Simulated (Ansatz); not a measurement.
Base system: ZnSiP$_{2}$ in the chalcopyrite structure (space group I-42d, No. 122).

```yaml
crystal:
  lattice:
    - [-2.67654, 2.67654, 5.22259]
    - [2.67654, -2.67654, 5.22259]
    - [2.67654, 2.67654, -5.22259]
  atoms:
    - { symbol: Zn, position: [0.00000, 0.00000, 0.00000] }
    - { symbol: Zn, position: [0.75000, 0.25000, 0.50000] }
    - { symbol: Si, position: [0.50000, 0.50000, 0.00000] }
    - { symbol: Si, position: [0.25000, 0.75000, 0.50000] }
    - { symbol: P, position: [0.87500, 0.86045, 0.48545] }
    - { symbol: P, position: [0.13955, 0.62500, 0.01455] }
    - { symbol: P, position: [0.37500, 0.38955, 0.51455] }
    - { symbol: P, position: [0.61045, 0.12500, 0.98545] }
```

All numbers come from PBEsol (Ansatz, an electronic-structure program; PAW; 420 eV plane waves; without spin-orbit coupling).

One change was made to it. Results:

The hole mass goes from 0.16 mₑ along c, 0.37 mₑ across (at Γ) to 0.17 mₑ along c, 0.36 mₑ across (at Γ); the electron mass becomes 1.4 mₑ along c, 0.24 mₑ across (at Γ) (base: 1.4 mₑ along c, 0.25 mₑ across (at Γ)); the shortest interatomic distance decreases by 0.0143 Å, from 2.255 Å to 2.240 Å.

Which change produced these results?
A. pressure −2 GPa
B. pressure 2.1 GPa
C. pressure 9 GPa
D. pressure 15 GPa

B, pressure 2.1 GPa. For comparison, the electron mass in the other runs: pressure 9 GPa gives 1.3 mₑ along c, 0.23 mₑ across (at Γ); pressure −2 GPa gives 1.4 mₑ along c, 0.25 mₑ across (at Γ); pressure 15 GPa gives 1.3 mₑ along c, 0.23 mₑ across (at Γ).

The levels and masses belong to the bands next to the band gap. Load acts through the strain it causes; cell and atoms are relaxed under it. Effective masses come from finite differences of ±0.01 Å⁻¹. Whether these cells are dynamically stable was not tested. Competing high-pressure phases were not computed.
